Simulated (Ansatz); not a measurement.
Start from Mg2Ge in the anti-fluorite structure (space group Fm-3m, No. 225; a = 6.2865 Å).

The values are results of Ansatz (a program for electronic structure), LDA, PAW, cutoff 420 eV, no SOC, not measurements.

Strains are applied to the cell and any free atomic positions relax.

One change was made to it. Results:

The pressure goes from zero to 1.80 GPa; the energy rises by 3.4 meV/atom; the valley order (the lowest conduction-band minima on the path, energy above the VBM, named in the base's zone) becomes X along ⟨100⟩ 0.07 eV; L along ⟨111⟩ 1.23 eV; Γ 1.34 eV (base: X along ⟨100⟩ 0.10 eV; L along ⟨111⟩ 1.10 eV; Γ 1.16 eV); the width of the top valence band increases by 0.07 eV (2.79 eV → 2.86 eV).

**Question.** Name the change that was made.
(A) isotropic strain +3.00 %
(B) isotropic strain +0.50 %
(C) isotropic strain −1.00 %
(D) isotropic strain −0.50 %
(E) isotropic strain +1.00 %

**Answer.** C, isotropic strain −1.00 %. For comparison, the valley order in the other runs: isotropic strain +1.00 % gives X along ⟨100⟩ 0.13 eV; L along ⟨111⟩ 0.97 eV; Γ 0.99 eV; isotropic strain +3.00 % gives X along ⟨100⟩ 0.18 eV; Γ 0.66 eV; L along ⟨111⟩ 0.72 eV; isotropic strain −0.50 % gives X along ⟨100⟩ 0.09 eV; L along ⟨111⟩ 1.16 eV; Γ 1.25 eV; isotropic strain +0.50 % gives X along ⟨100⟩ 0.12 eV; L along ⟨111⟩ 1.03 eV; Γ 1.07 eV.

The levels and masses belong to the bands next to the band gap. Stability against distortions was not tested.
